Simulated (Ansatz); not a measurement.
Here is the system:

```xyz
2
Lattice="0.0000 3.2290 3.2290 3.2290 0.0000 3.2290 3.2290 3.2290 0.0000" Properties=species:S:1:pos:R:3 pbc="T T T"
Ba     0.0000     0.0000     0.0000
S      3.2290     3.2290     3.2290
```

No spin polarisation.

Calculations: PBEsol (Ansatz, an electronic-structure program, PAW, no spin-orbit coupling). k-mesh 9×9×9 (Γ-centred); smearing 0.05 eV (Fermi–Dirac).

Predict the smallest direct gap, band gap, hole mass and gap character.


- Smallest direct gap: 2.26 eV
- Band gap: 2.13 eV
- Hole mass (degenerate bands, along [100]): 0.22, 2.6, 2.6 mₑ (at Γ)
- Gap character: indirect, Γ → X

The cells carry an imposed strain or load. Masses are band curvatures over ±0.01 Å⁻¹ around the edge. Stability against distortions was not tested. The cell was made from BaS in the rock salt structure (space group Fm-3m, No. 225) by this change: isotropic strain +2.00 %.
